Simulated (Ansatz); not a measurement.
**Point defects in ZrC**

Take a 16-atom supercell of ZrC in the rock salt structure (space group Fm-3m, No. 225) at its relaxed geometry as the base.

```
CELL_PARAMETERS angstrom
      0.00000     4.70874     4.70874
      4.70874     0.00000     4.70874
      4.70874     4.70874     0.00000
ATOMIC_POSITIONS crystal
  C  0.00000 0.00000 0.00000
  C  0.00000 0.00000 0.50000
  C  0.00000 0.50000 0.00000
  C  0.00000 0.50000 0.50000
  C  0.50000 0.00000 0.00000
  C  0.50000 0.00000 0.50000
  C  0.50000 0.50000 0.00000
  C  0.50000 0.50000 0.50000
  Zr 0.25000 0.25000 0.25000
  Zr 0.25000 0.25000 0.75000
  Zr 0.25000 0.75000 0.25000
  Zr 0.25000 0.75000 0.75000
  Zr 0.75000 0.25000 0.25000
  Zr 0.75000 0.25000 0.75000
  Zr 0.75000 0.75000 0.25000
  Zr 0.75000 0.75000 0.75000
```

One neutral defect a cell, atoms relaxed at fixed cell.

Method: PBE (Ansatz, a quantum-chemistry and plane-wave program), no SOC.

```json
[
 {"variant": "perfect supercell", "pressure": "0.0 GPa", "largest displacement of a host atom from its site in the perfect cell": "–"},
 {"variant": "C vacancy", "pressure": "-0.1 GPa", "largest displacement of a host atom from its site in the perfect cell": "0.05 Å"},
 {"variant": "C on a Zr site (antisite)", "pressure": "___", "largest displacement of a host atom from its site in the perfect cell": "___"},
 {"variant": "Zr interstitial (started 1.84 Å from the nearest host atom), symmetric start", "pressure": "29.9 GPa", "largest displacement of a host atom from its site in the perfect cell": "0.32 Å"},
 {"variant": "Zr on a C site (antisite), symmetric start", "pressure": "19.2 GPa", "largest displacement of a host atom from its site in the perfect cell": "0.17 Å"},
 {"variant": "Pt on a C site, symmetric start", "pressure": "19.4 GPa", "largest displacement of a host atom from its site in the perfect cell": "0.14 Å"}
]
```

Complete the table.


- C on a Zr site (antisite), pressure: -3.0 GPa
- C on a Zr site (antisite), largest displacement of a host atom from its site in the perfect cell: 0.46 Å

In so small a cell the defect repeats every few ångströms: this is an ordered compound, not a dilute defect. Defects with a symmetric start kept the site's symmetry and may sit on a saddle; the others started slightly shaken. All final runs are without spin polarisation.
